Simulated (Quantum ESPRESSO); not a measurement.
**A short convergence ladder for Te (C2, 3 atoms in the cell)**

```
Te
1.0
    2.21885    -3.84316     0.00000
    2.21885     3.84316     0.00000
    0.00000     0.00000     5.90035
Te
3
Direct
  0.00000   0.26300   0.66667
  0.74827   0.74827   0.00000
  0.26300   0.00000   0.33333
```

Base method: LDA (PZ), PSlibrary PAW (LDA) pseudopotentials (plane waves; Quantum ESPRESSO 7.5).

Base settings: ecutwfc = 40 Ry; ecutrho = 240 Ry; occupations = smearing; smearing = fd; degauss = 0.00147 Ry; potentials = {Te: Te.pz-n-kjpaw_psl.1.0.0.UPF}; K_POINTS = automatic 3 3 2 0 0 0; conv_thr = 1e-10 Ry.

The count of work is k-points × plane waves × bands × iterations; it is no time. 

**The cutoff for other potential files**

Level: DFT, LDA (PZ), plane waves, GBRV 1.5 ultrasoft (LDA) pseudopotentials.

In this ladder: pseudopotentials = {Te: te_lda_v1.uspp.F.UPF}. Moved along: ecutrho.

The second cell is the first with its lattice scaled by 0.98.

The mesh stays at the base's, so the ladder's end is converged at best in this setting alone.

Only quantities that move along the ladder and can be compared are tabulated; the gap is left out on so coarse a mesh.

```csv
ecutwfc,free energy less the last step's (meV/atom),energy of the compressed cell less the first (meV/atom),pressure (GPa),count of work / last
18 Ry,12.08,25.13,-0.03,0.11
22 Ry,2.78,25.05,0.24,0.15
28 Ry,0.96,24.72,0.24,0.21
34 Ry,0.46,24.59,0.25,0.28
40 Ry,0.33,24.60,0.25,0.35
48 Ry,0.20,24.55,0.25,0.47
60 Ry,0.08,24.51,0.25,0.66
80 Ry,0.00,24.53,0.25,1.0
```

Coarsest ecutwfc that holds the pressure within 0.1 GPa of the last step, with all finer ones: 22 Ry, at 0.15 of the last step's count of work; the step before is off by 0.27 GPa.

Coarsest ecutwfc that holds the free energy within 5 meV/atom of the last step, with all finer ones: 22 Ry, at 0.15 of the last step's count of work; the step before is off by 12 meV/atom.

The energy difference between the two cells stays within 1 meV/atom of the last step's from 18 Ry on, the total only from 28 Ry on: much of the error is common to both cells and cancels.

On the base run: the starting cell has typed, rounded lattice constants, without a prior relaxation at this level. Its lattice was rescaled by up to half a per cent. One atom was moved a little off its site on purpose.
